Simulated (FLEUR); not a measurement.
**Sensitivity of a calculation on Lu (P6_3/mmc, 2 atoms in the cell) to its settings**

```yaml
crystal:
  lattice:
    - [3.57082, 0.00000, 0.00000]
    - [-1.78541, 3.09242, 0.00000]
    - [0.00000, 0.00000, 5.52777]
  atoms:
    - { symbol: Lu, position: [0.33333, 0.66667, 0.25000] }
    - { symbol: Lu, position: [0.66667, 0.33333, 0.75000] }
```

Base run A: LDA (Perdew-Zunger), all-electron FLAPW (FLEUR), scalar-relativistic valence run with FLEUR, self-consistent single point.

Its settings: Kmax = 3.8 1/bohr; GmaxXC = 13.3 1/bohr; xcFunctional = pz; jspins = 1; l_soc = F; mode = gauss; fermiSmearingEnergy = 0.00367493 Htr; mesh (inpgen div1-3) = 8 8 5; inpgen gamma flag = true; Gmax = 13.3 1/bohr; numbands = 0; maxIterBroyd = 15; imix = Anderson; alpha = 0.05; precondParam = 0; minDistance = 1e-05 me/bohr^3; ctail = T; kcrel = 0; coretail_lmax = 0; theta = 0.

The starting cell comes from a database of computed structures (which also holds hypothetical and non-ambient phases and stackings), without a prior relaxation at this level. Its lattice was rescaled by a random factor within 2.5 % of one. Values depend on the basis (sphere radii, cutoffs, local orbitals), which need not be converged.

ΔE is the total energy (no entropy term) per atom less that of run A. A dash stands where there is no value to compare (another energy zero or no entropy term, no result, no spin, no clean gap, or a mesh too coarse for one). Total energies depend on the potentials, the functional and any Hubbard or dispersion term, so they are compared only between runs that share all of them.

Runs:
- B: kpt_div: 8 8 5 → 7 7 4
- C: fermiSmearingEnergy: 0.00367493 Htr → 0.0293995 Htr
- D: lattice scaled by 1.015; Kmax: 3.8 1/bohr → 2.94 1/bohr; Gmax: 13.3 1/bohr → 10.3 1/bohr; GmaxXC: 13.3 1/bohr → 10.3 1/bohr
- E: Gmax: 13.3 1/bohr → 19 1/bohr; GmaxXC: 13.3 1/bohr → 19 1/bohr
- F: maxIterBroyd: 15 → 5
- G: minDistance: 1e-05 me/bohr^3 → 0.01 me/bohr^3; l_f: T → F
- H: xcFunctional: pz → vwn [LDA (Vosko-Wilk-Nusair), scalar-relativistic valence]

```json
[
 {"run": "A", "ΔE (meV/atom)": "0.00", "k-points": "30", "basis size": "396"},
 {"run": "B", "ΔE (meV/atom)": "-13.1", "k-points": "24", "basis size": "391"},
 {"run": "C", "ΔE (meV/atom)": "172.9", "k-points": "30", "basis size": "396"},
 {"run": "D", "ΔE (meV/atom)": "569.7", "k-points": "30", "basis size": "196"},
 {"run": "E", "ΔE (meV/atom)": "0.00", "k-points": "30", "basis size": "396"},
 {"run": "F", "ΔE (meV/atom)": "0.00", "k-points": "30", "basis size": "396"},
 {"run": "G", "ΔE (meV/atom)": "0.02", "k-points": "30", "basis size": "396"},
 {"run": "H", "ΔE (meV/atom)": "–", "k-points": "30", "basis size": "396"}
]
```

Run C against A: The total energy goes up by 173 meV/atom.

Run D against A: The total energy rises by 570 meV/atom.
